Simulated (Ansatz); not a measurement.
Defect: interstitial H in wurtzite ZnO, charge state +1. All values below come from PBE, PAW (plane waves to 420 eV; Ansatz, a program for electronic structure).

72-site cell at the relaxed PBE lattice, one k-point at (0.125, 0.250, 0.250), smearing 0.01 eV, spin-restricted, no finite-size correction. No zero-point or tunnelling terms. The charge state is imposed; whether it is stable for some Fermi level was not computed. Sites that were not tried may lie lower. The start lies 0.14 eV above the lowest site run (PBE).

Barriers: single points on a 2×2×2 k-point mesh shifted by half a step along c at the bands' geometries.

The step: several atoms move together, H the farthest. Atoms about the jump, Cartesian Å from the middle of the jump, before and after:

```tsv
atom	x0	y0	z0	x1	y1	z1
H1	0.27	-0.54	0.19	-0.27	0.54	-0.19
O2	1.09	-0.04	0.07	0.55	0.06	0.08
Zn3	-1.31	-1.41	1.15	-0.86	-1.23	0.96
O4	-2.41	-0.15	0.22	-2.36	-0.14	0.20
Zn5	0.97	-0.09	-2.03	0.93	-0.15	-2.00
Zn6	0.89	1.85	0.88	0.97	1.93	0.96
O7	-0.75	2.69	0.20	-0.73	2.68	0.20
O8	-0.71	-1.06	-2.42	-0.75	-1.09	-2.46
Zn9	-2.36	-0.14	-1.81	-2.39	-0.14	-1.82
Zn10	-2.39	1.76	0.87	-2.39	1.76	0.87
O11	0.91	1.81	-2.48	0.90	1.77	-2.46
Zn12	-0.74	2.71	-1.81	-0.74	2.71	-1.82
Zn13	2.63	-1.14	0.88	2.81	-1.24	0.96
O14	-0.76	-2.99	0.22	-0.74	-3.01	0.20
O15	-0.79	-1.11	2.96	-0.75	-1.09	2.90
O16	0.89	1.75	2.85	0.90	1.77	2.90
O17	-2.38	1.76	-2.42	-2.38	1.75	-2.43
```

Problem. Give the saddle-point geometry and the barrier.

Solution. 
| atom | x | y | z |
|---|---|---|---|
| H1 | -0.18 | 0.16 | -0.06 |
| O2 | 0.78 | 0.00 | 0.10 |
| Zn3 | -1.00 | -1.36 | 1.06 |
| O4 | -2.32 | -0.16 | 0.21 |
| Zn5 | 0.96 | -0.12 | -2.02 |
| Zn6 | 0.94 | 1.92 | 0.91 |
| O7 | -0.74 | 2.71 | 0.20 |
| O8 | -0.72 | -1.08 | -2.44 |
| Zn9 | -2.37 | -0.14 | -1.82 |
| Zn10 | -2.37 | 1.75 | 0.86 |
| O11 | 0.91 | 1.79 | -2.47 |
| Zn12 | -0.73 | 2.72 | -1.82 |
| Zn13 | 2.61 | -1.16 | 0.88 |
| O14 | -0.74 | -3.05 | 0.19 |
| O15 | -0.76 | -1.10 | 2.94 |
| O16 | 0.90 | 1.78 | 2.87 |
| O17 | -2.37 | 1.75 | -2.43 |
It lies 0.084 eV above the start and 0.049 eV above the end. The check of the saddle point's order was inconclusive.
